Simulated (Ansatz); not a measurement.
Start from InSe in the beta-GaS type structure (space group P6_3/mmc, No. 194; a = 4.0321 Å, c = 16.7641 Å; layered, stacked along the Cartesian z axis).

Levels (all Ansatz, an electronic-structure program, PAW): PBE-D3(BJ) (420 eV, spin-orbit coupling left out); r2SCAN (500 eV, without spin-orbit coupling).

The geometry is relaxed with PBE-D3(BJ).

| Item | Value |
|---|---|
| PBE-D3(BJ) lowest conduction level above the VBM at special points | Γ 0.37 eV; M 1.12 eV; A 1.23 eV; L 1.47 eV |
| PBE-D3(BJ) width of the top valence band | 1.71 eV |
| PBE-D3(BJ) gap character | direct at Γ |

Problem. Predict the lowest conduction level above the VBM at special points, width of the top valence band and gap character from r2SCAN.

Solution. The lowest conduction level above the VBM at special points goes from Γ 0.37 eV; M 1.12 eV; A 1.23 eV; L 1.47 eV to Γ 0.79 eV; M 1.45 eV; A 1.57 eV; L 1.74 eV; the width of the top valence band increases by 0.05 eV (1.71 eV → 1.76 eV); the gap character stays direct at Γ.

Single points use the geometry relaxed with PBE-D3(BJ). Gaps are Kohn–Sham eigenvalue differences; semilocal functionals usually give less than the measured gap. Whether these cells are dynamically stable was not tested.
